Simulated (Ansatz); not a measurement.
YSi (model structure, started from the CsCl type, Pm-3m, No. 221, 2 atoms in the cell) was calculated with LDA (Ansatz, a first-principles code, PAW).

Run with plane-wave cutoff 520 eV, 16×16×16 k mesh, Fermi–Dirac smearing 0.05 eV, scalar-relativistic PAW data made under PBE.

Cell (relaxed at this level):

```yaml
crystal:
  lattice:
    - [3.46489, 0.00000, 0.00000]
    - [0.00000, 3.46489, 0.00000]
    - [0.00000, 0.00000, 3.46489]
  atoms:
    - { symbol: Y, position: [0.00000, 0.00000, 0.00000] }
    - { symbol: Si, position: [0.50000, 0.50000, 0.50000] }
```

Q: What does this level give for the bulk modulus?

A: 
* **bulk modulus**: 83.9 GPa

The run finds no gap.

Note: the bulk modulus is −V dP/dV from two relaxed cells at ±2 % in volume; the relaxation could raise the start's symmetry but not lower it, so the cell can be a saddle point.

It cost very roughly 40 core-seconds of CPU time.

A model structure was made by putting elements into a prototype or built by hand; it is no filed structure, need not be a known phase, and can be a saddle point held by its symmetry.
